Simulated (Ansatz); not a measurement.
Name crystals whose hole conductivity mass lies between 0.59 and 0.93 mₑ and whose Seebeck coefficient, p-type 1e19 cm⁻³ lies between 320 and 490 μV/K, by PBEsol, rigid bands in Ansatz (a quantum-chemistry and plane-wave program).

Many crystals can fit; among those computed here:
- SiC (F-43m): 0.68 mₑ, 442 μV/K
- ZnS (F-43m): 0.74 mₑ, 394 μV/K
- AlP (F-43m): 0.60 mₑ, 406 μV/K
- BN (F-43m): 0.69 mₑ, 399 μV/K

Masses are for dilute carriers at 300 K, harmonic means over directions unless an axis is named. Seebeck coefficients are for the stated density at 300 K, with one relaxation time for all states and whether or not that doping can be reached. Spin-orbit coupling is left out.
